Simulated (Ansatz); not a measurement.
Here is the system:

End structure of a constructed model of the (100) surface of germanium, top plane replaced by In dimers, 2x1 (bottom of the slab: dihydride, held):

```
CELL_PARAMETERS angstrom
      8.14587     0.00000     0.00000
      0.00000     4.07294     0.00000
      0.00000     0.00000    28.00000
ATOMIC_POSITIONS crystal
  Ge 0.25000 0.00000 0.32829
  Ge 0.75000 0.00000 0.32829
  Ge 0.25000 0.50000 0.37971
  Ge 0.75000 0.50000 0.37971
  Ge 0.00037 0.50000 0.43088
  Ge 0.49944 0.50000 0.43062
  Ge 0.00011 0.00000 0.48257
  Ge 0.49722 0.00000 0.48202
  Ge 0.24924 0.00000 0.53460
  Ge 0.74758 0.00000 0.53282
  Ge 0.25132 0.50000 0.58782
  Ge 0.74908 0.50000 0.58469
  Ge 0.99068 0.50000 0.63727
  Ge 0.51110 0.50000 0.63915
  In 0.03248 0.00000 0.69892
  In 0.38281 0.00000 0.68847
  H  0.39806 0.00000 0.29239
  H  0.10194 0.00000 0.29239
  H  0.89806 0.00000 0.29239
  H  0.60194 0.00000 0.29239
```

Slab: 20 atoms, 11.6 Å thick at the start with caps and adatoms (thin: gaps and levels are the slab's own); k 4x7x1, smearing 0.025 eV, dipole-corrected; single point; on the structure that PBE left under its start's symmetry; no spin (no spin-polarised run to compare, though such a face may carry moments), no spin-orbit, no U. The slab shows no gap on its mesh. It is one candidate, not shown to be the stable structure of the face.

Task: Give the work function of the top face at the level r2SCAN, at the PBE geometry (Ansatz, a quantum-chemistry and plane-wave program).

Result: 3.76 eV
